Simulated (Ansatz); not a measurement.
How far to go with the k-point mesh: Zr₂Au (I4mm, 3 atoms in the cell)

```
CELL_PARAMETERS angstrom
     -1.65513     1.65513     5.84295
      1.65513    -1.65513     5.84295
      1.65513     1.65513    -5.84295
ATOMIC_POSITIONS crystal
  Zr 0.66398 0.66398 0.00000
  Zr 0.34030 0.34030 0.00000
  Au 0.00000 0.00000 0.00000
```

Method of the run: PBEsol, default PAW files made with PBE (plane waves; Ansatz, a program for electronic structure).

Base settings: basis.ecutwfc = 420 eV; kpoints.mp_grid.grid = 12 12 12; hamiltonian.xc = pbesol; hamiltonian.pseudopotentials = {kind: paw} (the program's default PAW files); scf.occupations.method = fermi_dirac; scf.occupations.width = 0.1 eV.

The second cell is the first with its lattice scaled by 0.98.

Only quantities that move along the ladder and can be compared are tabulated.

The count of work is k-points × plane waves × bands × iterations; it is no time. 

The starting cell comes from a database of computed structures (which also holds hypothetical and non-ambient phases and stackings), without a prior relaxation at this level. Its lattice was rescaled by up to half a per cent. One atom was moved a little off its site on purpose. In the base run, with a pressure of about -5 GPa the cell is away from its equilibrium volume at this level. Ansatz's pressure includes its estimate of the finite-basis (Pulay) stress.

Steps (kpoints.mp_grid.grid): 2 2 2; 3 3 3; 4 4 4; 5 5 5; 6 6 6; 8 8 8; 10 10 10; 12 12 12; 13 13 13; 16 16 16; 22 22 22.

### Question
What is the coarsest kpoints.mp_grid.grid that holds the free energy within 1 meV/atom of the last step, with all finer ones?

### Answer
8 8 8, at 0.071 of the last step's count of work; the step before is off by 1.5 meV/atom.

### Question
What is the coarsest kpoints.mp_grid.grid that holds the pressure within 0.1 GPa of the last step, with all finer ones?

### Answer
6 6 6, at 0.036 of the last step's count of work; the step before is off by 0.25 GPa.

### Question
What is the coarsest kpoints.mp_grid.grid that holds the forces within 0.02 eV/Å of the last step, with all finer ones?

### Answer
8 8 8, at 0.071 of the last step's count of work; the step before is off by 0.031 eV/Å.

```csv
kpoints.mp_grid.grid,free energy less the last step's (meV/atom),energy of the compressed cell less the first (meV/atom),pressure (GPa),largest difference of a force vector from the last step's (eV/Å),count of work / last
2 2 2,37.49,-17.40,-5.53,0.898,0.0056
3 3 3,27.58,-10.14,-4.91,0.173,0.0084
4 4 4,-24.64,-13.85,-5.34,0.023,0.016
5 5 5,9.78,-7.63,-4.60,0.153,0.022
6 6 6,-1.53,-9.58,-4.85,0.031,0.036
8 8 8,0.29,-9.44,-4.83,0.008,0.071
10 10 10,0.10,-9.68,-4.84,0.004,0.12
12 12 12,0.00,-9.72,-4.85,0.001,0.20
13 13 13,-0.06,-9.70,-4.85,0.001,0.24
16 16 16,0.01,-9.69,-4.85,0.001,0.42
22 22 22,0.00,-9.70,-4.85,0.000,1.0
```

The energy difference between the two cells stays within 1 meV/atom of the last step's from 6 6 6 on, the total only from 8 8 8 on: much of the error is common to both cells and cancels.

Keys are those of Ansatz 0.2.
